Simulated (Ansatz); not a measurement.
The parent structure is BN (space group R3m, No. 160; a = 2.5002 Å, c = 9.7570 Å (hexagonal axes); a cell from a computed database, its experimental status unchecked; layered, stacked along the Cartesian z axis).

Method: r2SCAN+rVV10/PAW in Ansatz (a first-principles code), spin-orbit coupling left out.

Base values:

The c/a ratio is 3.902. The volume per atom is 8.80 Å³.

It is then changed as follows: hydrostatic tension (pressure −1 GPa).

### Question
What happens to the c/a ratio?

### Answer
The c/a ratio rises by 0.124, from 3.902 to 4.026.

### Question
Predict the new volume per atom.

### Answer
The volume per atom rises by 0.304 Å³ to 9.11 Å³.

Load acts through the strain it causes; cell and atoms are relaxed under it. Whether these cells are dynamically stable was not tested.
